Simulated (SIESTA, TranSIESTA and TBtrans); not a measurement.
Device: Ru chain with one Sn atom in place of Ru. Leads: straight Ru chain, spacing 2.25 Å. Geometry: 3 atoms about the centre moved by SIESTA (PBE, DZP) to a largest force of 0.03 eV/Å, all others as built, motion along the axis alone. Transport runs along z; the first 6 and the last 6 of the 21 atoms are the lead cells, repeated to infinity.

```xyz
21
Lattice="9.000 0.000 0.000 0.000 9.000 0.000 0.000 0.000 47.750" Properties=species:S:1:pos:R:3 pbc="F F T"
Ru     4.500     4.500     0.000
Ru     4.500     4.500     2.250
Ru     4.500     4.500     4.500
Ru     4.500     4.500     6.750
Ru     4.500     4.500     9.000
Ru     4.500     4.500    11.250
Ru     4.500     4.500    13.500
Ru     4.500     4.500    15.750
Ru     4.500     4.500    18.000
Ru     4.500     4.500    20.204
Sn     4.500     4.500    22.750
Ru     4.500     4.500    25.294
Ru     4.500     4.500    27.500
Ru     4.500     4.500    29.750
Ru     4.500     4.500    32.000
Ru     4.500     4.500    34.250
Ru     4.500     4.500    36.500
Ru     4.500     4.500    38.750
Ru     4.500     4.500    41.000
Ru     4.500     4.500    43.250
Ru     4.500     4.500    45.500
```
Starting moments (μB): atom 7 +1.5, atom 8 +1.5, atom 9 +1.5, atom 10 +1.5, atom 12 +1.5, atom 13 +1.5, atom 14 +1.5, atom 15 +1.5; lead atoms +1.5 (left) and +1.5 (right).

Run with TranSIESTA and TBtrans (open boundaries, self-consistent; PseudoDojo norm-conserving potentials, scalar-relativistic): Spin polarized, PAO.BasisSize DZP, PAO.EnergyShift 0.15 eV, XC.Authors PBE, Mesh.Cutoff 200 Ry, ElectronicTemperature 300 K, TS.Voltage 0.0 eV, TBT.Elecs.Eta 0.001 eV.

Energies count from the leads' Fermi level. Transmissions are for each spin. The energy step is 0.01 eV; narrower resonances are cut or missed.

```tsv
E (eV)	T up	T down
-0.20	2.01	2.48
-0.15	2.05	2.54
-0.10	2.09	2.60
-0.05	2.13	2.64
0.00	2.17	2.68
0.05	2.21	2.71
0.10	2.25	2.73
0.15	2.28	2.74
0.20	2.32	2.75
```

Q: Give the zero-bias conductance in μS and the resistance at 300 K.

A: At the Fermi level the mean of both spins is (2.17 + 2.68)/2 = 2.42. Averaged with −∂f/∂E over the full grid (kT = 25.9 meV) it is 2.42. With G0 = 2e²/h = 77.48 μS, G = 188 μS and R = 1/G = 5.32 kΩ.

Q: The eigenchannels at the Fermi level (both spins) transmit 0.848, 0.661, 0.661, 0.941, 0.941, 0.782. What Fano factor of the shot noise follows at low temperature and bias?

A: F = Σ τ(1 − τ)/Σ τ = 0.859/4.83 = 0.18.

The magnetic order of the leads was set by the start, and no other order was tried; the separate lead runs end at 1.33 (left) and 1.33 (right) μB an atom. The straight chain is held at its spacing; free chains may zigzag or dimerise.
